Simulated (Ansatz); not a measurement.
The parent structure is GaCuSe2 in the chalcopyrite structure (space group I-42d, No. 122).

```
CELL_PARAMETERS angstrom
     -2.75419     2.75419     5.48075
      2.75419    -2.75419     5.48075
      2.75419     2.75419    -5.48075
ATOMIC_POSITIONS crystal
  Ga 0.50000 0.50000 0.00000
  Ga 0.25000 0.75000 0.50000
  Cu 0.00000 0.00000 0.00000
  Cu 0.75000 0.25000 0.50000
  Se 0.87500 0.88412 0.50912
  Se 0.11588 0.62500 0.99088
  Se 0.37500 0.36588 0.49088
  Se 0.63412 0.12500 0.00912
```

Cartesian axes are those of the cell as printed.

Calculations: LDA in Ansatz (plane waves to 420 eV, PAW, no spin-orbit coupling).

For the base:

| Quantity | Result |
|---|---|
| Width of the top valence band | 1.11 eV |
| Pressure | 0.00 GPa |

Now apply this change: uniaxial strain ε_zz = −0.75 %, all other strain components held at zero; the atoms relax in the strained cell.

Predict the new width of the top valence band.

The width of the top valence band goes up by 0.03 eV, from 1.11 eV to 1.14 eV.

Estimate the effect on the pressure.

The pressure (mean of the normal stresses, compression positive) goes from zero to 0.59 GPa.

The levels and masses belong to the bands next to the band gap. Whether these cells are dynamically stable was not tested. All final runs are without spin polarisation.

Ansatz is an electronic-structure program.
